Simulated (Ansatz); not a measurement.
Start from BN in the zinc blende structure (space group F-43m, No. 216; a = 3.610 Å). Axes: x, y, z lie along the cube axes.

Structures relaxed with Kohn–Sham DFT with the r2SCAN functional, run in Ansatz (a first-principles code) with PAW and 500 eV plane waves, without spin-orbit coupling.

Base:

Simulated powder pattern, Cu Kα1, λ = 1.54056 Å (kinematic, ideal powder, no thermal factors, no anomalous dispersion; the 10 strongest lines at most, above 2 %, up to 2θ = 90°):

```tsv
2θ (°)	I/Imax (%)	hkl
43.38	100	(111)
50.53	4.8	(200)
74.25	37	(220)
```

After one change:

Simulated powder pattern, Cu Kα1, λ = 1.54056 Å (kinematic, ideal powder, no thermal factors, no anomalous dispersion; the 10 strongest lines at most, above 2 %, up to 2θ = 90°):

```
2θ (°)  I/Imax (%)
------  ----------
43.54          100
50.53          3.2
74.25           13
74.69           25
```

### Question
What was done to the base?
A. uniaxial strain ε_zz = −1.00 %
B. uniaxial strain ε_zz = −3.00 %
C. uniaxial strain ε_zz = −0.50 %
D. uniaxial strain ε_zz = −1.50 %

### Answer
A, uniaxial strain ε_zz = −1.00 %. Its volume per atom is 5.82 Å³ against 5.88 Å³, and its space group is I-4m2 (No. 119).

No phonon test of stability was made.
